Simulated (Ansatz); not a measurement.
The starting structures come from a database of crystals and need not be the phases stable at ambient conditions.

Inside the gap of an insulator the Bloch states are evanescent, with a wavenumber k + iκ along the transport direction.

Given:

```yaml
crystal:
  lattice:
    - [7.34672, 0.00000, 0.00000]
    - [3.67336, 7.14841, -0.11051]
    - [3.67336, -0.59775, 2.03483]
  atoms:
    - { symbol: Cd, position: [0.00000, 0.00000, 0.00000] }
    - { symbol: I, position: [0.41323, 0.25343, 0.25343] }
    - { symbol: I, position: [0.58677, 0.74657, 0.74657] }
```

Space group of this cell: P-3m1, CdI2 type. The cell was relaxed by PBE-D3(BJ); by PBEsol its mean pressure is -0.7 GPa.

Transport runs along the normal of the first two printed cell vectors, the (111) plane of the conventional cell.

The gap is the functional's own, uncorrected, and κ follows it; spin-orbit coupling is left out. Mid-gap values are interpolated between the computed energies.

Task: Compute, with Ansatz (a quantum-chemistry and plane-wave program) with PBEsol, the band gap and the smallest decay constant κ at mid-gap.

Result: Gap 2.21 eV on a 14×14×14 mesh; κ = 0.182 1/Å, at the zone centre.
